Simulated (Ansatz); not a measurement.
Functionals compared on the (000-1) surface of wurtzite ZnO, O-terminated, 2x2 O vacancy (bottom of the slab: 2 H on 4 bottom sites), in Ansatz (plane waves, PAW). The structure was relaxed with PBE; the other rows are single points on it. Cutoff 420 eV (500 eV for r2SCAN).

Set-up: 41 atoms, 12.8 Å thick at the start with caps and adatoms (thin: gaps and levels are the slab's own); mesh 4x4x1; 0.025 eV smearing; dipole correction on; 8 atoms held, the rest relaxed; start symmetry kept, larger cells not searched; no spin, no spin-orbit, no U. It is one candidate, not shown to be the stable structure of the face. These notes are the PBE run's.

| functional | gap of the slab on its k-mesh (eV) | highest filled level below the top vacuum level (eV) | rough cost of the single point |
|---|---|---|---|
| PBE | 0.25 | 5.81 | – |
| r2SCAN | (withheld) | (withheld) | very roughly 8 core-minutes |

Question: Fill in the missing entries.

Answer: 
- r2SCAN, gap of the slab on its k-mesh (eV): 0.40
- r2SCAN, highest filled level below the top vacuum level (eV): 5.94

Ansatz is a program for electronic structure.
